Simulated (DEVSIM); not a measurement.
Structure: Si n-p junction from an implanted or diffused profile, at 300 K.

Layer 1 from the left is Si, thickness (μm) 15.0, Na (cm⁻³) 1.8e15, τn (s) 1.5e-7, τp (s) 1.5e-7.

Added donor profile: 9e16 cm⁻³ × exp(−(x − 0.15 μm)²/(2·(0.065 μm)²)). Left contact: ohmic. Right contact: ohmic. Voltage is applied to the left contact. Recombination: SRH at mid-gap, Auger. Mobility is μmin + (μ − μmin)/(1 + (N/Nref)^α).

The device is made up for the run: typed textbook-type constants, with dimensions and the other settings drawn at random. Values at 300 K.

Si: gap (eV) 1.124, affinity (eV) 4.05, permittivity 11.7, Nc (cm⁻³) 2.86e19, Nv (cm⁻³) 3.1e19, μn (cm²/Vs) 1417, μp (cm²/Vs) 470, μn,min 52, μp,min 45, Nref,n 9.7e16, Nref,p 2.2e17, αn 0.68, αp 0.72, Cn (cm⁶/s) 2.8e-31, Cp (cm⁶/s) 9.9e-32.

DEVSIM, 1D drift-diffusion, Boltzmann statistics, complete ionisation; no tunnelling, impact ionisation, image-force lowering or self-heating.

What does the simulation give for the potential step across the device at zero bias, the dark forward voltage at 1 A/cm²?

potential step across the device at zero bias 0.645 V; dark forward voltage at 1 A/cm² 0.564 V.
